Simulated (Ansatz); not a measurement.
The starting structures come from a database of crystals and need not be the phases stable at ambient conditions.

Inside the gap of an insulator the Bloch states are evanescent, with a wavenumber k + iκ along the transport direction.

```
BaO
1.0
    4.36116     0.00000     0.00000
    0.00000     6.60558     0.00000
    2.18058     0.00000     3.77688
Ba O
2 2
Cartesian
  4.36116   3.36904   2.51792
  2.18058   0.06625   1.25896
  4.36116   0.75944   2.51792
  2.18058   4.06223   1.25896
```

Space group of this cell: P6_3mc, wurtzite. The cell is taken as given; by PBEsol its mean pressure is -3.6 GPa.

Transport runs along the normal of the first two printed cell vectors, the (100) plane of the conventional cell.

The gap is the functional's own. No spin-orbit coupling. Mid-gap values are interpolated on the energy grid.

Task: Predict the band gap and the smallest decay constant κ at mid-gap from PBEsol (Ansatz, a quantum-chemistry and plane-wave program).

Result: Gap 2.01 eV on a 8×6×8 mesh; κ = 0.297 1/Å, at the zone centre.
